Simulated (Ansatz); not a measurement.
Start from Cu in the fcc (Cu type) structure (space group Fm-3m, No. 225; a = 3.564 Å).

All numbers come from plane-wave PAW DFT at the PBEsol level (Ansatz, a quantum-chemistry and plane-wave program, 420 eV), spin-orbit coupling left out.

Base values:

The volume per atom comes out as 11.32 Å³.

One thing is altered: a hydrostatic pressure of 22.5 GPa.

Problem. What does the calculation give for the volume per atom after the change?

Solution. The volume per atom shrinks by 1.111 Å³, from 11.32 Å³ to 10.20 Å³.

Load acts through the strain it causes; cell and atoms are relaxed under it. No phonon test of stability was made. No other phases were tried under pressure. The final runs are not spin-polarised.
